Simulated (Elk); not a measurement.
A self-consistent single point of Sn (Im-3m, 1 atom in the cell) with Elk.

Method: Elk with LDA (PW92), all-electron FP-LAPW, Elk's shipped species files, default APW+lo basis.

The change in words: lattice scaled by 0.98; rgkmax: default → 7.34. Reference geometry:
```yaml
crystal:
  lattice:
    - [-1.88897, 1.88897, 1.88897]
    - [1.88897, -1.88897, 1.88897]
    - [1.88897, 1.88897, -1.88897]
  atoms:
    - { symbol: Sn, position: [0.00000, 0.00000, 0.00000] }
```

Reference input (self-consistent single point, DFT, LDA (PW92), all-electron FP-LAPW, Elk's shipped species files, default APW+lo basis): swidth = 0.00367493 Ha; ngridk = 10 10 10; maxscl = 100. This run's input differs from it in these lines:

```diff
@@ -2,2 +2,5 @@
   0
+
+rgkmax
+  7.34
 
@@ -10,5 +13,5 @@
 avec
-   -3.5696283987    3.5696283987    3.5696283987
-    3.5696283987   -3.5696283987    3.5696283987
-    3.5696283987    3.5696283987   -3.5696283987
+   -3.4982364355    3.4982364355    3.4982364355
+    3.4982364355   -3.4982364355    3.4982364355
+    3.4982364355    3.4982364355   -3.4982364355
```

Log, with long lists cut:

```
│ Self-consistent loop started │
│ Loop number : 1 │
 total energy                :     -6176.30307997
│ Loop number : 2 │
 total energy                :     -6176.31267778
RMS change in Kohn-Sham potential (target) :   0.3986316346E-01 (  0.1000000000E-05)
Absolute change in total energy (target)   :   0.9597809011E-02 (  0.1000000000E-03)
│ Loop number : 3 │
 total energy                :     -6176.30373889
RMS change in Kohn-Sham potential (target) :   0.3969293808E-01 (  0.1000000000E-05)
Absolute change in total energy (target)   :   0.6539437055E-02 (  0.1000000000E-03)
│ Loop number : 4 │
   [... lines left out ...]
Absolute change in total energy (target)   :   0.1387329793E-02 (  0.1000000000E-03)
│ Loop number : 12 │
 total energy                :     -6173.76622916
RMS change in Kohn-Sham potential (target) :   0.1215355713E-06 (  0.1000000000E-05)
Absolute change in total energy (target)   :   0.3637890777E-03 (  0.1000000000E-03)
│ Loop number : 13 │
 total energy                :     -6173.76622731
RMS change in Kohn-Sham potential (target) :   0.3907895783E-07 (  0.1000000000E-05)
Absolute change in total energy (target)   :   0.9279377446E-04 (  0.1000000000E-03)
Convergence targets achieved

│ Loop number : 14 │

Energies :
 Fermi                       :     0.259720929139
 total energy                :     -6173.76622804

Density of states at Fermi energy :    19.31305082
 (states/Hartree/unit cell)

Estimated indirect band gap :   0.1888226655E-02
 from k-point     45 to k-point      4
Estimated direct band gap   :   0.7109328965E-02
 at k-point     45

Charges :
 core                        :    30.00000000
 valence                     :    20.00000000
 interstitial                :    1.884200068
 muffin-tins (core leakage)
  species :    1 (Sn)
   atom    1                 :    48.11579993     (  0.6804225279E-04)
 total in muffin-tins        :    48.11579993
 total calculated charge     :    49.99686949
 total charge                :    50.00000000
 error                       :   0.3130513412E-02

│ Self-consistent loop stopped │
```

The run converged in 14 iterations. The count includes the last loop, which Elk runs after its targets are met. Against the reference run the free energy drops by 112 meV/atom.

The starting cell comes from a database of computed structures (which also holds hypothetical and non-ambient phases and stackings), without a prior relaxation at this level. Its lattice was rescaled by up to half a per cent. For this run, on top of that: lattice scaled by 0.98. Values depend on the basis (sphere radii, cutoffs, local orbitals), which need not be converged. The log's line on a gap gives a spacing of levels on this mesh, which the program prints for metals too.
